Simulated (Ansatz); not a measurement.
Consider BaCuSF (space group P4/nmm, No. 129; a cell from a computed database, its experimental status unchecked).

```
BaCuSF
1.0
    4.03522     0.00000     0.00000
    0.00000     4.03522     0.00000
    0.00000     0.00000     8.96127
Ba Cu S F
2 2 2 2
Direct
  0.00000   0.50000   0.81970
  0.50000   0.00000   0.18030
  0.50000   0.50000   0.50000
  0.00000   0.00000   0.50000
  0.00000   0.50000   0.35611
  0.50000   0.00000   0.64389
  0.50000   0.50000   0.00000
  0.00000   0.00000   0.00000
```

Cartesian axes are those of the cell as printed.

All numbers come from PBEsol/PAW in Ansatz (an electronic-structure program), no spin-orbit coupling.

The change: a pure shear with ε_xz = ε_zx = 0.0256; the atoms relax in the strained cell.

**Question.** Predict the stress tensor and what it implies for the stiffness.

**Answer.** Stress of the strained cell less that of the base (GPa, compression positive):
```
   0.23    0.00   -2.02
   0.00    0.15    0.00
  -2.02    0.00    0.26
```

Then −Δσ/γ with γ = 2ε = 0.0512 gives secant stiffness values (nonlinear terms included at this strain): C55 ≈ 40 GPa.

As a check, the harmonic strain energy −½ V₀ Δσ:ε is 5.9 meV/atom; the computed energy rise is 5.9 meV/atom.

Stability against distortions was not tested. No Hubbard U is applied. The final runs are not spin-polarised.
